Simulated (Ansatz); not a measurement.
Crystal: ZnS (P6_3mc, 28 atoms a cell, 19.5 Å³ an atom); both levels run on this one cell.

Complex bands along the normal of (001) by Ansatz (plane waves, PAW, no spin-orbit coupling). r2SCAN gives a gap of 2.72 eV and a slowest mid-gap decay of 0.173 1/Å.

Task: What does PBE give on the same cell, and what does that do to the current through 2 nm?

Result: Gap 2.16 eV, κ = 0.148 1/Å. The mid-gap transmission through 2 nm changes by exp(2 × 20 × (0.173 − 0.148)) = a factor of 2.7 against r2SCAN.

Ansatz is a program for electronic structure.
